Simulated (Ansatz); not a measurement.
# One base run on SrGe3Pt (I4mm, 5 atoms in the cell) and variants with one or two settings moved

```
CELL_PARAMETERS angstrom
     -2.22455     2.22455     4.98895
      2.22455    -2.22455     4.98895
      2.22455     2.22455    -4.98895
ATOMIC_POSITIONS crystal
  Sr 0.00049 0.00049 0.00000
  Ge 0.25566 0.75566 0.50000
  Ge 0.75566 0.25566 0.50000
  Ge 0.40158 0.40158 0.00000
  Pt 0.64660 0.64660 0.00000
```

Base run A: Ansatz (an electronic-structure program) with PBEsol, default PAW files made with PBE, self-consistent single point.

Its settings: kpoints.mp_grid.grid = 8 8 8; hamiltonian.xc = pbesol; hamiltonian.pseudopotentials = {kind: paw} (the program's default PAW files); scf.occupations.method = gaussian; scf.occupations.width = 0.0073 Ry.

The starting cell comes from a database of computed structures (which also holds hypothetical and non-ambient phases and stackings), without a prior relaxation at this level. Its lattice was rescaled by a random factor within 2.5 % of one. Spin polarisation is off. Ansatz's pressure includes its estimate of the finite-basis (Pulay) stress.

ΔF is the free energy per atom less that of run A. A dash stands where there is no value to compare (another energy zero or no entropy term, no result, no spin, no clean gap, or a mesh too coarse for one). Total energies depend on the potentials, the functional and any Hubbard or dispersion term, so they are compared only between runs that share all of them.

Runs:
- B: hamiltonian.dispersion: default → d3bj [PBEsol-D3BJ]
- C: crystal.symmetry.detect: default → false
- D: scf.convergence.dr2_threshold: default (1e-07 eV) → 1e-08 eV
- E: kpoints.mp_grid.grid: 8 8 8 → 3 3 3
- F: scf.eigensolver.kind: default (the program chose band_cg) → davidson
- G: scf.mixing.algorithm: default (the program chose MSR1) → msr1

```
run  ΔF (meV/atom)  pressure (GPa)  largest force (eV/Å)  k-points
---  -------------  --------------  --------------------  --------
A             0.00            2.38                 0.164        59
B                –           -1.11                 0.170        59
C             0.00            2.38                 0.164       260
D             0.00            2.38                 0.164        59
E            -64.4            1.46                 0.413         6
F             0.00            2.38                 0.164        59
G             0.00            2.38                 0.164        59
```

Run E against A: The free energy drops by 64.4 meV/atom, the pressure goes from 2.38 to 1.46 GPa and the largest force goes from 0.164 to 0.413 eV/Å.

Run B against A: The pressure goes from 2.38 to -1.11 GPa and the largest force goes from 0.164 to 0.170 eV/Å.

Run G against A: The free energy hardly moves (within 1 meV/atom), the pressure stays at 2.38 GPa and the largest force stays at 0.164 eV/Å.

Keys are those of Ansatz 0.2.
